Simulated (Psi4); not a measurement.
Psi4 1.11, PBE0/def2-svp: Sr(OH)(acac) (CC1=CC(C)=[O]->[Sr]([OH])[O]1), 17 atoms. The geometry is a generated start, not checked to be a minimum at this level.

```json
{
  "task": "energy",
  "method": "pbe0",
  "basis": "def2-svp",
  "memory": "3 GB",
  "maxiter": "100",
  "keys_of_the_molecule_block": "symmetry c1",
  "scf_type": "df (default)",
  "guess": "auto, which took SAD (default)",
  "scf_initial_accelerator": "adiis (default)",
  "e_convergence": "1e-06 (default)",
  "d_convergence": "1e-06 (default)",
  "dft_radial_points": "75 (default)",
  "dft_spherical_points": "302 (default)",
  "effective_core_potentials": "those of the basis set, past Kr",
  "basis_functions": "175",
  "grid_points": "359400"
}
```

```xyz
17

Sr     1.4050     2.1260     0.8354
O     -0.5836     2.7501     0.7229
H     -0.9301     3.6307     0.8614
C      0.1530    -0.1264    -2.6037
C      0.6129     0.1158    -1.1810
C      0.0433    -0.6896    -0.1904
C      0.2454    -0.5654     1.1852
C     -0.5745    -1.4623     2.0834
O      1.0561     0.2198     1.7409
O      1.4692     1.0192    -0.9966
H      0.2655    -1.1745    -2.8694
H     -0.9000     0.1393    -2.6830
H      0.7307     0.4914    -3.2866
H     -0.6455    -1.4550    -0.5147
H     -1.6173    -1.1688     2.0060
H     -0.4843    -2.5009     1.7771
H     -0.2456    -1.3495     3.1129
```

One run each on 2 threads. Values of diis_max_vecs tried: 3, 6, 10 (default), 20.

How does the count of SCF iterations change with diis_max_vecs, and where is it least?

Fewest SCF iterations, within one of each other: 6 with 12, 10 (default) with 11, 20 with 11. The count rises to 19 at 3. All converge to one solution.

```
diis_max_vecs  SCF iterations            end
-------------  --------------  -------------
3                          19  same solution
6                          12  same solution
10 (default)               11  same solution
20                         11  same solution
```
